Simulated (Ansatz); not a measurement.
## How the bulk modulus B0 of Ga3AlN4 (model structure, P3m1, No. 156, 8 atoms in the cell) moves with the method

No measured value is used here.

```json
[
 {"level (code)": "LDA (Ansatz)", "value (GPa)": "206", "cell (Å³/atom)": "10.85"},
 {"level (code)": "PBEsol (Ansatz)", "value (GPa)": "193", "cell (Å³/atom)": "11.15"},
 {"level (code)": "r²SCAN (Ansatz)", "value (GPa)": "[?]", "cell (Å³/atom)": "11.13"}
]
```

Problem. Complete the blanks.

Solution. 
- r²SCAN (Ansatz, an electronic-structure program), value (GPa): 201

LDA, PBEsol, r²SCAN: the bulk modulus is −V dP/dV from two relaxed cells at ±2 % in volume. Each level is taken at its own relaxed cell. Cutoffs differ between the levels. Ansatz's density-functional and Hartree–Fock values are scalar-relativistic unless marked +SOC, with PAW data made under PBE.

A model structure was made by putting elements into a prototype or built by hand; it is no filed structure, need not be a known phase, and can be a saddle point held by its symmetry.
